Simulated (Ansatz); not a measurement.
The parent structure is YN in the rock salt structure (space group Fm-3m, No. 225; a = 4.8562 Å).

The values are results of PBEsol/PAW in Ansatz (an electronic-structure program), without spin-orbit coupling, not measurements.

| level | lattice parameter a |
|---|---|
| PBEsol | 4.856 Å |

### Question
What does experiment give, and how far off is each level?

### Answer
Measured: lattice parameter a 4.877 Å (temperature not stated; as listed in G. Soto, M.G. Moreno-Armenta, A. Reyes-Serrato, Computational Materials Science (2007)). Computed minus measured — lattice parameter a: PBEsol -0.4 %. Measured values not marked as corrected hold thermal and zero-point effects that the static-lattice runs lack.

No phonon test of stability was made.
